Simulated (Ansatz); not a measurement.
**Habitual settings against a tight run: RbIO3 (R3m, 5 atoms in the cell)**

Self-consistent single point.

```yaml
crystal:
  lattice:
    - [3.20686, 1.85148, 2.63784]
    - [-3.20686, 1.85148, 2.63784]
    - [0.00000, -3.70296, 2.63784]
  atoms:
    - { symbol: Rb, position: [0.51564, 0.51564, 0.51564] }
    - { symbol: I, position: [0.00105, 0.00105, 0.00105] }
    - { symbol: O, position: [0.03653, 0.60194, 0.03653] }
    - { symbol: O, position: [0.03653, 0.03653, 0.60194] }
    - { symbol: O, position: [0.60194, 0.03653, 0.03653] }
```

Level of theory: LDA (PW92), default PAW files made with PBE (plane waves; Ansatz, a first-principles code).

Base settings: basis.ecutwfc = 420 eV; kpoints.mp_grid.grid = 4 4 4; hamiltonian.xc = lda; hamiltonian.pseudopotentials = {kind: paw} (the program's default PAW files); scf.occupations.method = fixed.

Tight run (finer mesh or higher cutoff; not a proven limit): basis.ecutwfc: 420 eV → 590 eV; kpoints.mp_grid.grid: 4 4 4 → 6 6 6; scf.convergence.dr2_threshold: default (1e-07 eV) → 1e-09 eV. It gave top of the valence band (on the code's own zero) 4.83 eV; gap on the k-point mesh 2.74 eV; pressure -3.55 GPa; largest force (vector length) 0.092 eV/Å.

Quick runs, as changes from the base:
- A: the base itself
- B: basis.ecutwfc: 420 eV → 250 eV; kpoints.mp_grid.grid: 4 4 4 → 3 3 3
- C: basis.ecutwfc: 420 eV → 335 eV; kpoints.mp_grid.grid: 4 4 4 → 2 2 2
- D: basis.ecutwfc: 420 eV → 250 eV; kpoints.mp_grid.grid: 4 4 4 → 6 6 6; scf.occupations.method: fixed → fermi_dirac; scf.occupations.width: default → 0.2 eV; scf.convergence.dr2_threshold: default (1e-07 eV) → 0.001 eV
- E: scf.occupations.method: fixed → cold; scf.occupations.width: default → 0.272 eV
- F: basis.ecutwfc: 420 eV → 250 eV; kpoints.mp_grid.grid: 4 4 4 → 1 1 1; scf.occupations.method: fixed → fermi_dirac; kpoints.mp_grid.shift: default → 0.5 0.5 0.5; scf.occupations.width: default → 0.136 eV
- G: kpoints.mp_grid.grid: 4 4 4 → 2 2 2; hamiltonian.xc: lda → b3lyp [B3LYP]
- H: kpoints.mp_grid.grid: 4 4 4 → 3 3 3; hamiltonian.xc: lda → hse06 [HSE06]

Dashes: gap of F, left out as unsure on this mesh or at this smearing; energy of G, H, another energy zero; count of G, H, another kind of functional, whose work the count does not hold.

Gaps are read on each run's own mesh, which may miss the band edges.

† marks runs with another functional, U, potentials or spin treatment: their distance from the tight run is not a convergence error alone.

The count of work is k-points × plane waves × bands × iterations; it is no time. 

Pressures in the table are Ansatz's without its Pulay estimate, at a fixed set of plane waves; the tight run's value above holds the estimate.

The starting cell comes from a database of computed structures (which also holds hypothetical and non-ambient phases and stackings), without a prior relaxation at this level. Its lattice was rescaled by a random factor within 2.5 % of one. Spin-orbit coupling is off. In the base run, with a pressure of about -4 GPa the cell is away from its equilibrium volume at this level.

```csv
run,energy less tight (meV/atom),pressure less tight (GPa),largest miss in a force vector (eV/Å),gap on the mesh less tight (eV),count of work / tight
A,7.0,-0.51,0.019,-0.001,0.22
B,1335.4,-55.10,0.659,1.295,0.046
C,177.7,-5.70,0.565,-0.035,0.048
D,1358.5,-55.45,0.615,0.005,0.22
E,7.0,-0.51,0.019,-0.001,0.22
F,2603.0,-45.13,4.660,–,0.0088
G†,–,4.55,0.999,1.666,–
H†,–,1.23,0.867,2.710,–
```

Among the runs at the tight run's level, the energy misses run from 7.0 to 2603.0 meV/atom.

Keys are those of Ansatz 0.2.
